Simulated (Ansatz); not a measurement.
We look at the energy of configuration A over configuration B. The value is E(A) − E(B).

Cell A: a slab of Ru (hcp, P6₃/mmc) cut along (0001), 21 atoms, hexagonal cell of 5.44 Å (25.7 Å²), symmetry P3m1, 10.6 Å thick under 16 Å of vacuum, in-plane vectors held at the crystal's; planes from bottom to top: Ru4 × 5 | Br, its two faces unlike (dipole correction applied); added, foreign or displaced atoms, above the top plane: Br bound to 3 Ru at 2.61 Å; spin state with PBE: run without spin, k-point mesh 10×10×1.
```
CELL_PARAMETERS angstrom
      5.44387     0.00000     0.00000
      2.72194     4.71453     0.00000
      0.00000     0.00000    26.75473
ATOMIC_POSITIONS crystal
  Ru 0.00000 0.00000 0.30237
  Ru 0.49942 0.00115 0.30254
  Ru 0.00115 0.49942 0.30254
  Ru 0.49942 0.49942 0.30254
  Ru 0.83296 0.33407 0.37969
  Ru 0.33333 0.33333 0.37929
  Ru 0.83296 0.83296 0.37969
  Ru 0.33407 0.83296 0.37969
  Ru 0.00000 0.00000 0.45964
  Ru 0.50075 0.99850 0.46068
  Ru 0.99850 0.50075 0.46068
  Ru 0.50075 0.50075 0.46068
  Ru 0.83365 0.33270 0.54173
  Ru 0.33333 0.33333 0.54068
  Ru 0.83365 0.83365 0.54173
  Ru 0.33270 0.83365 0.54173
  Ru 0.00000 0.00000 0.61734
  Ru 0.49956 0.00087 0.61889
  Ru 0.00087 0.49956 0.61889
  Ru 0.49956 0.49956 0.61889
  Br 0.33333 0.33333 0.69705
```

Cell B: a slab of Ru (hcp, P6₃/mmc) cut along (0001), 21 atoms, hexagonal cell of 5.44 Å (25.7 Å²), symmetry P3m1, 10.6 Å thick under 16 Å of vacuum, in-plane vectors held at the crystal's; planes from bottom to top: Ru4 × 5 | Br, its two faces unlike (dipole correction applied); added, foreign or displaced atoms, above the top plane: Br bound to 3 Ru at 2.62 Å; spin state with PBE: run without spin, k-point mesh 10×10×1.
```
Ru20Br
1.0
    5.44387     0.00000     0.00000
    2.72194     4.71453     0.00000
    0.00000     0.00000    26.75473
Ru Br
20 1
Direct
  0.00008   0.00008   0.30240
  0.49984   0.00008   0.30240
  0.00008   0.49984   0.30240
  0.50000   0.50000   0.30273
  0.83368   0.33316   0.37961
  0.33316   0.33316   0.37961
  0.83333   0.83333   0.37955
  0.33316   0.83368   0.37961
  0.99945   0.99945   0.46030
  0.50110   0.99945   0.46030
  0.99945   0.50110   0.46030
  0.50000   0.50000   0.46066
  0.83177   0.33412   0.54136
  0.33412   0.33412   0.54136
  0.83333   0.83333   0.54192
  0.33412   0.83177   0.54136
  0.00106   0.00106   0.61860
  0.49787   0.00106   0.61860
  0.00106   0.49787   0.61860
  0.50000   0.50000   0.61785
  0.16667   0.16667   0.69740
```

All numbers come from Ansatz (a first-principles code), plane waves with PAW, its default PAW set, cutoff 420 eV, 500 eV for r2SCAN. The structures are at rest with PBE, within the held lattices; other levels are single points on them. Neutral cells; Fermi-Dirac smearing of at most 0.10 eV in the solids, energies taken to zero width. The lattices are those relaxed with PBE, so at other levels the solids can be strained, which adds to the spread. Larger cells are relaxed from a start prepared with the learned potential CHGNet till forces fall under 0.03 eV/Å, which some starts already meet. A dispersion term (D3(BJ), or D4 for r2SCAN) was computed beside these levels and is taken off wherever the name lacks it. No zero-point or thermal terms. The structures are the rest points that the relaxations reached, not proven lowest. No Hubbard U is applied. Values are for these cell sizes. Cell A has symmetry P3m1 and got no random move, so less symmetric positions, which may lie lower, weren't tried. Cell B has symmetry P3m1 and got no random move, so less symmetric positions, which may lie lower, weren't tried.

Predict the value from PBE.

0.04 eV for A less B, too close to call.

List the value at the remaining levels and say how far they part.


| Functional | value (eV) | less PBE |
|---|---|---|
| r2SCAN | 0.04 | 0.00 |

The levels span only 0.00 eV, too little to tell them apart.
